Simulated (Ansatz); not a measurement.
The starting structures come from a database of crystals and need not be the phases stable at ambient conditions.

 Where the default PAW files enter, the runs use the earlier of Ansatz's two default sets.

Tunnelling through a barrier is set by its complex band structure: the current falls as exp(−2κd) with the smallest κ.

Data:

```xyz
8
Lattice="4.8211 0.0000 0.0000 -0.7285 4.7658 0.0000 0.7285 0.8483 4.6897" Properties=species:S:1:pos:R:3 pbc="T T T"
Ba     2.4106     2.8071     2.3448
Ni     0.0000     0.0000     0.0000
F      1.1389     5.0382     3.4461
F      3.6823     0.5759     1.2435
F      1.1389     1.3262     0.3454
F      3.6823     4.2879     4.3443
F      4.8082     1.8871     3.4461
F      0.0129     3.7270     1.2435
```

Space group of this cell: R-3m. The cell is taken as given.

Transport runs along the normal of the first two printed cell vectors, the (101) plane of the conventional cell.

No gap correction and no spin-orbit coupling; mid-gap values are interpolated between computed energies.

Question: Predict the band gap and the smallest decay constant κ at mid-gap from r2SCAN (Ansatz, a program for electronic structure).

Answer: Gap 2.16 eV on a 6×6×6 mesh; κ = 0.504 1/Å, at the zone centre.
